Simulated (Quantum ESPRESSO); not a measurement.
Worked example: self-consistent single point of NiO (Fm-3m, 4 atoms in the cell) in Quantum ESPRESSO.

Method: PBE, PSlibrary PAW (PBE) pseudopotentials (plane waves; Quantum ESPRESSO 7.5).

The change in words: lattice scaled by 0.98. Reference geometry:
```
CELL_PARAMETERS angstrom
      4.18000     2.09000     2.09000
      2.09000     4.18000     2.09000
      2.09000     2.09000     4.18000
ATOMIC_POSITIONS crystal
  Ni 0.00000 0.00000 0.00000
  Ni 0.50000 0.50000 0.50000
  O  0.25000 0.25000 0.25000
  O  0.75000 0.75000 0.75000
```
Moments meant for the start (each program seeds them in its own way; μB, in the order of the atoms Ni Ni O O): 2.0 -2.0 0.0 0.0.

Reference input (self-consistent single point, DFT, PBE, plane waves, PSlibrary PAW (PBE) pseudopotentials): ecutwfc = 55 Ry; ecutrho = 330 Ry; occupations = smearing; smearing = fermi-dirac; degauss = 0.00147 Ry; nspin = 2; K_POINTS = automatic 6 6 6 0 0 0; conv_thr = 1e-10 Ry; mixing_beta = 0.3. This run's input differs from it in these lines:

```diff
@@ -10,3 +10,3 @@
    ibrav = 0,
-   celldm(1) = 9.674327346,
+   celldm(1) = 9.480840799,
    nat = 4,
```

Output, abridged:

```
     Self-consistent Calculation

     iteration #  1     ecut=    55.00 Ry     beta= 0.30

     total energy              =    -454.55173226 Ry
     estimated scf accuracy    <       0.33211446 Ry

     total magnetization       =    -0.00 Bohr mag/cell
     absolute magnetization    =     2.70 Bohr mag/cell

     iteration #  2     ecut=    55.00 Ry     beta= 0.30

     total energy              =    -454.60378104 Ry
     estimated scf accuracy    <       0.05559000 Ry

     total magnetization       =    -0.00 Bohr mag/cell
     absolute magnetization    =     2.52 Bohr mag/cell

     iteration #  3     ecut=    55.00 Ry     beta= 0.30

   [... lines left out ...]

     iteration # 14     ecut=    55.00 Ry     beta= 0.30

     total energy              =    -454.62956044 Ry
     estimated scf accuracy    <          5.9E-09 Ry

     total magnetization       =    -0.00 Bohr mag/cell
     absolute magnetization    =     2.94 Bohr mag/cell

     iteration # 15     ecut=    55.00 Ry     beta= 0.30

     Magnetic moment per site  (integrated on atomic sphere of radius R)
     atom   1 (R=0.168)  charge=  7.6792  magn=  1.3283
     atom   2 (R=0.168)  charge=  7.6792  magn= -1.3283
     atom   3 (R=0.168)  charge=  5.6248  magn=  0.0000
     atom   4 (R=0.168)  charge=  5.6248  magn=  0.0000
     End of self-consistent calculation

     the Fermi energy is    12.8733 ev

!    total energy              =    -454.62956044 Ry
     estimated scf accuracy    <          5.8E-11 Ry
     smearing contrib. (-TS)   =      -0.00000000 Ry
     internal energy E=F+TS    =    -454.62956044 Ry

     total magnetization       =    -0.00 Bohr mag/cell
     absolute magnetization    =     2.94 Bohr mag/cell

     convergence has been achieved in  15 iterations

     Forces acting on atoms (cartesian axes, Ry/au):

     atom    1 type  1   force =    -0.00000000    0.00000000    0.00000000
     atom    2 type  2   force =    -0.00000000   -0.00000000    0.00000000
     atom    3 type  3   force =     0.00000093    0.00000093    0.00000093
     atom    4 type  3   force =    -0.00000093   -0.00000093   -0.00000093

   [... lines left out ...]
     Total force =     0.000002     Total SCF correction =     0.000007
   [... lines left out ...]
     SCF correction compared to forces is large: reduce conv_thr to get better values

          total   stress  (Ry/bohr**3)                   (kbar)     P=      163.24
   0.00110966  -0.00002559  -0.00002559          163.24       -3.76       -3.76
  -0.00002559   0.00110966  -0.00002559           -3.76      163.24       -3.76
  -0.00002559  -0.00002559   0.00110966           -3.76       -3.76      163.24

   JOB DONE.
```

The run converged in 15 iterations. Against the reference run the free energy goes up by 30.8 meV/atom, the pressure goes from 2.06 to 16.32 GPa and the gap on the mesh hardly changes (1.027 to 1.025 eV).

The starting cell has typed, rounded lattice constants, without a prior relaxation at this level. For this run, on top of that: lattice scaled by 0.98. The magnetic order is the one reached from the typed start; others were not searched systematically. With a pressure of about 16 GPa the cell is away from its equilibrium volume at this level.

Cost on one core of a shared machine: roughly 3 min.
